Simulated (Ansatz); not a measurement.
The cell is built on a prototype and need not be the phase stable at ambient conditions.

By PBEsol, the system below comes out a metal.

A figure of merit of an interconnect metal is its ballistic conductance per area.

Consider the following.

```
SnGe
1.0
    3.54179     0.00000     0.00000
    0.00000     3.54179     0.00000
    0.00000     0.00000     3.54179
Sn Ge
1 1
Direct
  0.00000   0.00000   0.00000
  0.50000   0.50000   0.50000
```

Space group of this cell: Pm-3m, CsCl type. The cell was relaxed by PBE-D3(BJ).

The current flows along the normal of the first two printed cell vectors. No spin-orbit coupling; the value is a mean over 0.1 eV about the Fermi level.

Estimate the ballistic conductance per area that Ansatz (a program for electronic structure) with PBEsol returns for this system.

1.4 × 10¹⁵ S/m² for both spins.
